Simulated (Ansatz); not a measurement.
## ZrSe2: response to strain

The parent structure is ZrSe$_{2}$ in the CdI2 type structure (space group P-3m1, No. 164; a = 3.7351 Å, c = 6.0315 Å; layered, stacked along the Cartesian z axis). Axes: x lies along a and z along c of the hexagonal cell.

Strains are applied to the cell and any free atomic positions relax.

All numbers come from PBE-D3(BJ), PAW, 420 eV (Ansatz, a quantum-chemistry and plane-wave program; no spin-orbit coupling).

Notes on the quantities. pressure: mean of the normal stresses, compression positive.

```json
[
 {"case": "base", "volume per atom": "24.29 Å³", "pressure": "0.0 GPa", "band gap": "zero", "largest internal atomic displacement": "–"},
 {"case": "uniaxial strain ε_zz = −3.00 %", "volume per atom": "23.56 Å³", "pressure": "(withheld)", "band gap": "zero", "largest internal atomic displacement": "0.037 Å"},
 {"case": "uniaxial strain ε_zz = −2.50 %", "volume per atom": "23.68 Å³", "pressure": "0.7 GPa", "band gap": "zero", "largest internal atomic displacement": "0.032 Å"},
 {"case": "uniaxial strain ε_zz = −2.00 %", "volume per atom": "23.80 Å³", "pressure": "0.5 GPa", "band gap": "zero", "largest internal atomic displacement": "0.026 Å"},
 {"case": "uniaxial strain ε_zz = −1.00 %", "volume per atom": "24.05 Å³", "pressure": "0.2 GPa", "band gap": "zero", "largest internal atomic displacement": "0.013 Å"},
 {"case": "uniaxial strain ε_zz = +0.50 %", "volume per atom": "24.41 Å³", "pressure": "-0.1 GPa", "band gap": "0.05 eV", "largest internal atomic displacement": "–"},
 {"case": "uniaxial strain ε_zz = +1.00 %", "volume per atom": "24.53 Å³", "pressure": "-0.2 GPa", "band gap": "0.09 eV", "largest internal atomic displacement": "0.013 Å"},
 {"case": "uniaxial strain ε_zz = +1.50 %", "volume per atom": "24.65 Å³", "pressure": "-0.3 GPa", "band gap": "0.12 eV", "largest internal atomic displacement": "0.020 Å"},
 {"case": "uniaxial strain ε_zz = +2.50 %", "volume per atom": "24.90 Å³", "pressure": "-0.4 GPa", "band gap": "0.12 eV", "largest internal atomic displacement": "0.034 Å"},
 {"case": "uniaxial strain ε_zz = +3.00 %", "volume per atom": "25.02 Å³", "pressure": "-0.5 GPa", "band gap": "0.12 eV", "largest internal atomic displacement": "(withheld)"}
]
```

Question: Complete the table.

Answer: 
- uniaxial strain ε_zz = −3.00 %, pressure: 0.9 GPa
- uniaxial strain ε_zz = +3.00 %, largest internal atomic displacement: 0.041 Å

Whether these cells are dynamically stable was not tested. All final runs are without spin polarisation. Gaps under 0.05 eV, about the width of the smearing, are given as zero. A zero or small gap of ZrSe2 can be the functional's error rather than a property of the material.
